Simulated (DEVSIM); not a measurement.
System: isotype n-n heterojunction In0.52Al0.48As/In0.53Ga0.47As, at 350 K.

```
layer (left to right)        material  thickness (μm)  Nd (cm⁻³)   τn (s)   τp (s)
---------------------  --------------  --------------  ---------  -------  -------
1                      In0.52Al0.48As           0.250       9e16  7.7e-10  7.7e-10
2                      In0.53Ga0.47As           0.410     1.3e15  7.7e-10   7.7e-9
```

Left contact: ohmic. Right contact: ohmic. Voltage is applied to the left contact. Recombination: SRH at mid-gap, radiative. Mobility is μmin + (μ − μmin)/(1 + (N/Nref)^α).

Constants are typed, rounded textbook-type inputs, not results; the design itself was drawn at random and stands for no fabricated device. Values at 300 K; Nc and Nv go as T^1.5, mobilities as T to minus their exponent, the gap by Varshni's rule with the affinity fixed.

| parameter | In0.52Al0.48As | In0.53Ga0.47As |
|---|---|---|
| gap (eV) | 1.45 | 0.74 |
| affinity (eV) | 4 | 4.51 |
| permittivity | 12.5 | 13.9 |
| Nc (cm⁻³) | 5.1e17 | 2.1e17 |
| Nv (cm⁻³) | 1.1e19 | 7.7e18 |
| μn (cm²/Vs) | 4000 | 12000 |
| μp (cm²/Vs) | 75 | 300 |
| μn,min | 800 | 300 |
| μp,min | 10 | 10 |
| Nref,n | 3e16 | 1.3e17 |
| Nref,p | 1e17 | 4.9e17 |
| αn | 1.1 | 0.48 |
| αp | 0.6 | 0.4 |
| T exponent of μn | 1.5 | 1.6 |
| T exponent of μp | 1.5 | 1.6 |
| B (cm³/s) | 1e-10 | 9.6e-11 |
| Varshni α (eV/K) | 0.00042 | 0.00035 |
| Varshni β (K) | 180 | 190 |

Simulated with DEVSIM: 1D drift-diffusion, Boltzmann statistics, complete ionisation; no tunnelling, impact ionisation, image-force lowering or self-heating. Band offsets follow the typed affinities; no thermionic-emission limit at abrupt steps, no polarisation charge.

Q: Tabulate band edges, carrier densities and field at zero bias.

A: Energies count from the Fermi level of the right contact; mesh points crowd at the junctions.

```
x (μm)    Ec (eV)  Ev (eV)  n (cm⁻³)  p (cm⁻³)  field (V/cm)
--------  -------  -------  --------  --------  ------------
0.000       0.059   -1.372    9.0e16     < 1e2           ≈ 0
0.004365    0.059   -1.372    9.0e16     < 1e2           ≈ 0
0.01187     0.059   -1.372    9.0e16     < 1e2           ≈ 0
0.02659     0.059   -1.372    9.0e16     < 1e2           ≈ 0
0.06422     0.059   -1.372    9.0e16     < 1e2            10
0.1246      0.060   -1.372    8.8e16     < 1e2           530
0.1828      0.090   -1.342    3.2e16     < 1e2         17000
0.2221      0.242   -1.190    2.1e14       100         63000
0.2374      0.354   -1.077    5.1e12      4200         83000
0.2452      0.423   -1.008    5.2e11     42000         93000
0.2498      0.467   -0.965    1.2e11    180000         99000
0.2556     -0.005   -0.730    3.1e17     3.0e8         49000
0.2641      0.027   -0.698    1.1e17     8.6e8         28000
0.2812      0.061   -0.663    3.4e16     2.7e9         15000
0.3284      0.105   -0.620    8.0e15    1.2e10          5900
0.3965      0.132   -0.593    3.3e15    2.8e10          2600
0.5061      0.150   -0.575    1.8e15    5.1e10          1000
0.5776      0.156   -0.569    1.5e15    6.1e10           660
0.6271      0.159   -0.566    1.4e15    6.8e10           560
0.6449      0.160   -0.565    1.3e15    7.0e10           550
0.6539      0.160   -0.565    1.3e15    7.1e10           550
0.6600      0.160   -0.565    1.3e15    7.2e10           550
```
